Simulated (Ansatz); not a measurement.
The structure below was relaxed with r2SCAN (Ansatz, a first-principles code), no spin-orbit coupling.

```
Li
1.0
   -1.73873     1.73873     1.73873
    1.73873    -1.73873     1.73873
    1.73873     1.73873    -1.73873
Li
1
Direct
  0.00000   0.00000   0.00000
```

Question: Find the space group and the Wyckoff positions.

Answer: Space group Im-3m (No. 229); a = 3.4775 Å, b = 3.4775 Å, c = 3.4775 Å, α = 90.00°, β = 90.00°, γ = 90.00°

```csv
atom,site,symmetry,x,y,z
Li,2a,m-3m,0.0000,0.0000,0.0000
```

Question: Describe the coordination.

Answer: The crystal has 2 atoms in its conventional cell. Cell: a = b = c = 3.4775 Å, α = β = γ = 90.00°. Li sees 8 Li at 3.012 Å (cubic). (Neighbours: up to the widest gap in distance over summed covalent radii, below 1.35, at either atom.)

No phonon test of stability was made. The cell was made from Cs by this change: Cs → Li.
